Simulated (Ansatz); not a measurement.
Consider SnO2 in the rutile structure (space group P4_2/mnm, No. 136; a = 4.7692 Å, c = 3.2120 Å). Axes: x, y, z lie along a, b, c of the conventional cell.

Calculations: plane-wave PAW DFT at the PBEsol level (Ansatz, a quantum-chemistry and plane-wave program, 420 eV), no spin-orbit coupling.

Before the change:

The gap character is direct at Γ, the shortest interatomic distance is 2.066 Å and the valence-band top at Γ comes out as 0.00, -0.77, -0.77 eV. The pressure is 0.00 GPa.

The change: uniaxial strain ε_zz = +3.48 %, all other strain components held at zero, atoms relaxed at fixed cell.

Problem. What does the calculation give for the gap character after the change?

Solution. The gap character remains direct at Γ.

Problem. Estimate the effect on the shortest interatomic distance.

Solution. The shortest interatomic distance goes up by 0.008 Å, from 2.066 Å to 2.074 Å.

Problem. How does this affect the valence-band top at Γ?

Solution. The valence-band top at Γ (three highest levels, from the VBM) changes from 0.00, -0.77, -0.77 eV to 0.00, -0.70, -0.70 eV.

Problem. Estimate the effect on the pressure.

Solution. The pressure (mean of the normal stresses, compression positive) goes from zero to -7.18 GPa.

Whether these cells are dynamically stable was not tested.
